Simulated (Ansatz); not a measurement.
Input:

```xyz
1
Lattice="0.0000 1.9453 1.9962 1.9962 0.0000 1.9962 1.9962 1.9453 0.0000" Properties=species:S:1:pos:R:3 pbc="T T T"
Al     0.0000     0.0000     0.0000
```

No spin polarisation.

Calculations: plane-wave PAW DFT at the r2SCAN level (Ansatz, an electronic-structure program, 500 eV), scalar-relativistic without spin-orbit coupling, earlier PAW set. Γ-centred 28×28×28 mesh, Fermi–Dirac width 0.1 eV.

**Question.** Estimate the band gap.

**Answer.** Zero.

**Question.** Estimate the pressure (mean of the normal stresses, compression positive).

**Answer.** 2.6 GPa.

The cells carry an imposed strain or load. Whether these cells are dynamically stable was not tested. The cell was made from Al in the fcc (Cu type) structure (space group Fm-3m, No. 225) by this change: uniaxial strain ε_yy = −2.55 %.
